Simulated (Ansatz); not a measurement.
Base system: Ta in the bcc (W type) structure (space group Im-3m, No. 229; a = 3.282 Å). Axes: x, y, z lie along the cube axes.

Computed with PBEsol (Ansatz, a first-principles code; PAW; 420 eV plane waves; without spin-orbit coupling).

For the base:

| Item | Result |
|---|---|
| Volume per atom | 17.68 Å³ |

One thing is altered: uniaxial stress, 3 GPa tension along x; all other stress components relax to zero.

Q: Predict the new energy relative to the base.

A: The energy increases by 3.0 meV/atom.

Q: Estimate the effect on the volume per atom.

A: The volume per atom rises by 0.089 Å³ (17.68 Å³ → 17.76 Å³).

Without a gap, meshes like the base's 20×20×20 leave anisotropic stresses uncertain by several tenths of a GPa, and small strain energies with them. Load acts through the strain it causes; cell and atoms are relaxed under it. Stability under load was not tested beyond the relaxation. The final runs are not spin-polarised.
